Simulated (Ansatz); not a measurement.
Start from NaCl in the rock salt structure (space group Fm-3m, No. 225; a = 5.601 Å).

Calculations: Ansatz (a program for electronic structure) PBEsol, no spin-orbit coupling.

One change was made to it. Results:

The volume per atom shrinks by 1.95 Å³, from 21.97 Å³ to 20.02 Å³; the band gap goes up by 0.38 eV to 5.39 eV; the hole mass (degenerate bands, along [100]) goes from 0.60, 2.7, 2.7 mₑ (at Γ) to 0.55, 2.4, 2.4 mₑ (at Γ).

Task: Which change produced these results?
(A) pressure 7.5 GPa
(B) pressure 0.3 GPa
(C) pressure 3 GPa

Result: C, pressure 3 GPa. For comparison, the band gap in the other runs: pressure 7.5 GPa gives 5.83 eV; pressure 0.3 GPa gives 5.05 eV.

Load acts through the strain it causes; cell and atoms are relaxed under it. Effective masses come from finite differences of ±0.01 Å⁻¹. No phonon test of stability was made. Competing high-pressure phases were not computed.
